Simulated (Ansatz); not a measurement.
The starting structures come from a database of crystals and need not be the phases stable at ambient conditions.

# Evanescent states of Tl2WO4 (P-3m1, not sure to be the ambient phase, 14 atoms a cell, 22.8 Å³ an atom, -4 GPa at this level) along the normal of (001)

Calculation: r2SCAN (plane waves, PAW; Ansatz, an electronic-structure program).

The gap is the functional's own. No spin-orbit coupling. Mid-gap values are interpolated on the energy grid.

Energies count from the valence-band top; κ is the least over a 6×6 mesh across the current.

| E (eV) | κ (1/Å) | where |
|---|---|---|
| 0.09 | 0.191 | off Γ |
| 0.27 | 0.273 | Γ |
| 0.45 | 0.310 | Γ |
| 0.63 | 0.340 | Γ |
| 0.81 | 0.364 | Γ |
| 0.99 | ? | Γ |
| 1.17 | ? | Γ |
| 1.35 | ? | Γ |
| 1.53 | ? | Γ |
| 1.71 | ? | off Γ |
| 1.89 | ? | off Γ |
| 2.07 | ? | off Γ |
| 2.25 | ? | off Γ |
| 2.43 | ? | Γ |
| 2.61 | ? | Γ |
| 2.79 | ? | Γ |
| 2.97 | 0.406 | off Γ |
| 3.15 | 0.367 | off Γ |
| 3.33 | 0.324 | off Γ |
| 3.51 | 0.244 | off Γ |
| 3.69 | 0.054 | off Γ |

Task: Complete the blanks.

Result: 
- 0.99, κ (1/Å): 0.384
- 1.17, κ (1/Å): 0.401
- 1.35, κ (1/Å): 0.416
- 1.53, κ (1/Å): 0.428
- 1.71, κ (1/Å): 0.435
- 1.89, κ (1/Å): 0.438
- 2.07, κ (1/Å): 0.440
- 2.25, κ (1/Å): 0.440
- 2.43, κ (1/Å): 0.434
- 2.61, κ (1/Å): 0.427
- 2.79, κ (1/Å): 0.419
